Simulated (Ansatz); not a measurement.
The starting structures come from a database of crystals and need not be the phases stable at ambient conditions.

 Where the default PAW files enter, the runs use the earlier of Ansatz's two default sets.

The decay constant κ of evanescent states in the gap governs leakage through a thin film.

Consider the following.

```xyz
7
Lattice="5.8428 0.0000 0.0000 0.0000 6.0275 0.0000 0.0000 0.0000 5.8428" Properties=species:S:1:pos:R:3 pbc="T T T"
Cd     0.0000     0.0000     0.0000
In     0.0000     3.0137     2.9214
In     2.9214     3.0137     0.0000
Se     4.2532     1.4248     4.2532
Se     4.2532     4.6027     1.5896
Se     1.5896     1.4248     1.5896
Se     1.5896     4.6027     4.2532
```

Space group of this cell: P-42m. The cell is taken as given; by PBEsol its mean pressure is -1.0 GPa.

Transport runs along the normal of the first two printed cell vectors, the (100) plane of the conventional cell.

The gap is the functional's own, uncorrected, and κ follows it; spin-orbit coupling is left out. Mid-gap values are interpolated between the computed energies.

Q: Compute, with PBEsol (Ansatz, a quantum-chemistry and plane-wave program), the band gap and the smallest decay constant κ at mid-gap.

A: Gap 0.84 eV on a 6×6×6 mesh; κ = 0.081 1/Å, at the zone centre.
